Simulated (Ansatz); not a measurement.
LaN (P6₃mc, No. 186, 4 atoms in the cell; start mp-567290; a measured phase of this formula has another space group), treated with HSE06 (plane waves, PAW; Ansatz, a quantum-chemistry and plane-wave program).

Numerical settings: plane-wave cutoff 460 eV, 9×9×4 k mesh (along the axes of the cell as run), Fermi–Dirac smearing 0.01 eV, scalar-relativistic PAW data made under PBE.

Cell (relaxed with PBEsol):

```cif
data_La2N2
_chemical_formula_sum 'La2 N2'
_space_group_name_H-M_alt 'P63mc'
_space_group_IT_number 186
_space_group_name_Hall 'P 6c -2c'
_cell_length_a 4.11539
_cell_length_b 4.11539
_cell_length_c 5.81091
_cell_angle_alpha 90.000
_cell_angle_beta 90.000
_cell_angle_gamma 120.000
loop_
_atom_site_label
_atom_site_type_symbol
_atom_site_symmetry_multiplicity
_atom_site_Wyckoff_symbol
_atom_site_fract_x
_atom_site_fract_y
_atom_site_fract_z
_atom_site_occupancy
La1 La 2 b 0.66667 0.33333 0.49494 1
N1 N 2 b 0.33333 0.66667 0.41506 1
```

### Question
Estimate the band gap and direct gap at Γ that the calculation returns.

### Answer

band gap: 2.11 eV (on the SCF k mesh)
direct gap at Γ: 2.61 eV

Note: cell and atoms aren't relaxed at this level (pressure 2.0 GPa).

Spin–orbit coupling is not included.

A start named mp-… is a Materials Project structure, which need not be a measured phase.
